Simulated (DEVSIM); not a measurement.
abrupt In0.53Ga0.47As p-n junction

Device: abrupt In0.53Ga0.47As p-n junction, at 300 K.

```tsv
layer (left to right)	material	thickness (μm)	Nd (cm⁻³)	Na (cm⁻³)	τn (s)	τp (s)
1	In0.53Ga0.47As	5.40	-	8.7e16	5.8e-10	5.8e-10
2	In0.53Ga0.47As	110	1.1e15	-	5.8e-10	5.8e-10
```

Left contact: ohmic. Right contact: ohmic. Voltage is applied to the left contact. Recombination: SRH at mid-gap, radiative. Mobility is μmin + (μ − μmin)/(1 + (N/Nref)^α).

The device is made up for the run: typed textbook-type constants, with dimensions and the other settings drawn at random. Values at 300 K.

```tsv
parameter	In0.53Ga0.47As
gap (eV)	0.74
affinity (eV)	4.51
permittivity	13.9
Nc (cm⁻³)	2.1e17
Nv (cm⁻³)	7.7e18
μn (cm²/Vs)	12000
μp (cm²/Vs)	300
μn,min	300
μp,min	10
Nref,n	1.3e17
Nref,p	4.9e17
αn	0.48
αp	0.4
B (cm³/s)	9.6e-11
```

Simulated with DEVSIM: 1D drift-diffusion, Boltzmann statistics, complete ionisation; no tunnelling, impact ionisation, image-force lowering or self-heating.

Potential step across the device at zero bias: 0.488 V
Largest field in the device at zero bias: 17000 V/cm
Dark forward voltage at 1 A/cm²: 0.284 V
Dark forward voltage at 100 A/cm²: 1.027 V

Dark forward current:

(V (V), J (A/cm²)): (0.05, 0.0027); (0.10, 0.010); (0.15, 0.035); (0.25, 0.43); (0.30, 1.5); (0.35, 4.0); (0.40, 8.2); (0.45, 14); (0.55, 26); (0.60, 33); (0.65, 41); (0.70, 48); (0.80, 64); (0.85, 72); (0.90, 80); (0.95, 88); (1.00, 96); (1.10, 110); (1.15, 120); (1.20, 130)

Dark reverse current:

```
V (V)   J (A/cm²)
------  ---------
-0.20     -0.0030
-0.50     -0.0057
-1.00     -0.0090
-1.50      -0.012
-2.00      -0.014
-3.00      -0.018
-4.00      -0.021
-5.00      -0.024
-6.50      -0.028
-8.00      -0.031
-10.00     -0.035
```
